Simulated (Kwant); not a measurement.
System: π system c1ccc2cc3ccccc3cc2c1 between two chain leads. The π system is taken as planar. Atoms are numbered from 0 in the order of the SMILES. Site energies (eV, carbon 0): [0.0, 0.0, 0.0, 0.0, 0.0, 0.0, 0.0, 0.0, 0.0, 0.0, 0.0, 0.0, 0.0, 0.0]. Bonds (i, j, β in eV): (0,1,-2.4) (1,2,-2.4) (2,3,-2.4) (3,4,-2.4) (4,5,-2.4) (5,6,-2.4) (6,7,-2.4) (7,8,-2.4) (8,9,-2.4) (9,10,-2.4) (10,11,-2.4) (11,12,-2.4) (12,13,-2.4) (13,0,-2.4) (12,3,-2.4) (10,5,-2.4). Leads: chains of hopping −3.6 eV, joined by −1.2 eV to atoms 2 and 6.

Site energies and bond integrals are typed Hückel values.

Computed with Kwant: Hückel tight-binding model, one pz orbital an atom, one spin, coherent transport at 0 K. Conductance is in e²/h.

Sweep values stay those of the base run.

Base results: transmission at E = 0 < 1e-12.

Problem. What follows from this one change: contacts moved from atoms [2, 6] to [2, 11]?

Solution. transmission at E = 0 < 1e-12 → 0.027.

Problem. What follows from this one change: contacts moved from atoms [2, 6] to [2, 13]?

Solution. transmission at E = 0 < 1e-12 → 0.061.
